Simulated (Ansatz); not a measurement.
Ansatz (a first-principles code) run on Sn (Im-3m, 1 atom in the cell): self-consistent single point

Level of theory: LDA (PW92), default PAW files made with PBE (plane waves; Ansatz).

This input was run:

Ansatz 0.2 input:
```yaml
crystal:
  lattice:
    - [-1.888966, 1.888966, 1.888966]
    - [1.888966, -1.888966, 1.888966]
    - [1.888966, 1.888966, -1.888966]
  atoms:
    - { symbol: Sn, position_ang: [0.000000, 0.000000, 0.000000] }
basis:
  ecutwfc: 30.9 Ry
kpoints:
  mp_grid: { grid: [12, 12, 12] }
hamiltonian:
  xc: lda
  pseudopotentials: { kind: paw }
scf:
  occupations: { method: gaussian, width: 0.0073 Ry }
output:
  forces: true
  eigenvalues: true
  stress: true
```

The program printed (abridged):

```
WARN ansatz: RAYON_NUM_THREADS=1 ignored (pool sized by the plan → 1); use --threads N
Pseudopotentials: kind: paw
Pseudopotential: Sn, paw, valence charge 14
Crystal: 1 atoms, lattice volume = 26.961 Å³
Basis set: ecut = 420.4159175005146 eV, 531 PW (Γ)
Bands: 11, of which v1, the nominal top of the filled ones, is band 7 counted from 1 (6 counted from 0)
Symmetry: 48 space group operations
Space group: Im-3m (ITA 229), of the structure as read, at distance tolerance 3.0e-5 Å
k-points: 72 of 1728
PAW frozen core: Sn, regenerated for the run's functional, and the local potential with it
Initial density: superposition of atomic densities (neutral atoms: chi_scale 0, normalization atom), corrected by the library's trained network
Initial wavefunctions: pseudopotential atomic-orbital guess
Eigensolver: davidson
Functional: x = slater, c = lda
SCF iter   1: F=—  HF=-5879.478595 eV  |F-HF|=—  |Δ(HF+E_count)|=         —  Δρ=6.49e-3  dr2=5.15e-3  ethr=1.77e-3  ⟨swp⟩=5.0  Hψ=4609  notcnv=0
all-band conjugate gradients solve this SCF's bands
preconditioner: auto → none
SCF iter   2: F=—  HF=-5879.475661 eV  |F-HF|=—  |Δ(HF+E_count)|=   2.93e-3  Δρ=2.38e-3  dr2=7.29e-4  ethr=3.68e-5  ⟨swp⟩=2.0  Hψ=1557  notcnv=0
SCF iter   3: F=—  HF=-5879.475434 eV  |F-HF|=—  |Δ(HF+E_count)|=   2.27e-4  Δρ=1.90e-4  dr2=1.18e-5  ethr=5.21e-6  ⟨swp⟩=2.5  Hψ=1235  notcnv=0
SCF iter   4: F=—  HF=-5879.475433 eV  |F-HF|=—  |Δ(HF+E_count)|=   1.72e-6  Δρ=1.07e-4  dr2=2.78e-6  ethr=8.41e-8  ⟨swp⟩=2.0  Hψ=1275  notcnv=0
iter 5 did not close the SCF: its close was put off for the readings that it lacked (scf_convergence_deferred on its scf_iter line)
SCF iter   5: F=-5879.475431 eV  HF=-5879.475431 eV  |F-HF|=3.45e-8  |Δ(HF+E_count)|=   1.95e-6  Δρ=1.12e-5  dr2=3.01e-8  ethr=1.99e-8  ⟨swp⟩=2.0  Hψ=1280  notcnv=0
SCF iter   6: F=-5879.475431 eV  HF=-5879.475431 eV  |F-HF|=5.04e-10  |Δ(HF+E_count)|=   1.71e-8  Δρ=1.46e-6  dr2=4.38e-10  ethr=2.15e-10  ⟨swp⟩=3.1  Hψ=3023  notcnv=0
SCF 1 converged in 6 iterations: F = -5879.475431 eV  dr2 = 4.38e-10
SCF converged after 6 iterations
Free energy (F): -5879.475431 eV
Harris-Foulkes:  -5879.475431 eV  (|F-HF|=5.04e-10)
Internal energy: -5879.473179 eV  (E = F + TS)
E sigma→0 (E₀):  -5879.474305 eV
Entropy (-TS):   -0.002252 eV (-2.252 meV/atom)
Fermi energy:    10.652161 eV
--- Per-component energies (eV) ---
  E_band       = -83.178207
  E_kinetic    = 187.208294
  E_local      = -822.914750  (includes V_loc(G=0)·N_el)
  E_nonlocal   = -28.358466
  E_hartree    = 516.192225
  E_xc         = -379.410582
  E_vxc        = -98.972119  (∫ρ·V_xc dr)
  E_paw        = -3993.257401  (= ΣΔE_a)
  E_vpaw       = -352.526531  (= ΣTr[D̂ρ^β])
  E_aug_tail   = -0.000000  (compensation charges beyond the density's cutoff)
  E_ewald      = -1359.357396
  E_core_change = 0.424898  (= ΣΔE_core)
  E_smearing   = -0.002252  (= −TS)
  E_closure    = 0.000000  (closes the sum)
  Σ components = -5879.475431   (vs F -5879.475431, Δ=0.00e0)
--- Forces (eV/Å), atoms counted from 1 ---
  atom   1  Sn    -0.00000000     0.00000000     0.00000000
  max |Σ_I F_I| component: 2.96e-30 eV/Å
--- Stress (GPa, compression-positive) ---
       -3.179096       0.000000       0.000000
        0.000000      -3.179096       0.000000
        0.000000       0.000000      -3.179096
  P = ⅓ Tr σ = -3.1791 GPa (-31.791 kbar)
  The stress holds the Pulay correction. Without it, at fixed plane waves, as pw.x and ABINIT print it: P = -3.2058 GPa
--- Band table (eV; the first three rows and the last of 72) ---
  k-point 0: bands = ["-10.8198", "-10.8198", "-10.8198", "-10.6753", "-10.6753", "-0.5437", "18.5259", "18.5259", "18.5259", "22.8709", "22.8709"]
  k-point 1: bands = ["-10.8229", "-10.8151", "-10.8047", "-10.6789", "-10.6757", "-0.3916", "17.2793", "17.9606", "18.3330", "21.5321", "21.8484"]
  k-point 2: bands = ["-10.8316", "-10.8039", "-10.7631", "-10.6874", "-10.6769", "0.0649", "14.7697", "16.8516", "17.8081", "20.4400", "20.8230"]
  k-point 71: bands = ["-10.8404", "-10.8404", "-10.6101", "-10.6101", "-10.6101", "8.0138", "10.1360", "10.1360", "10.1360", "14.6009", "14.6009"]
```

The run converged in 6 iterations.

The starting cell comes from a database of computed structures (which also holds hypothetical and non-ambient phases and stackings), without a prior relaxation at this level. Its lattice was rescaled by up to half a per cent. With a pressure of about -3 GPa the cell is away from its equilibrium volume at this level. Ansatz's pressure includes its estimate of the finite-basis (Pulay) stress.
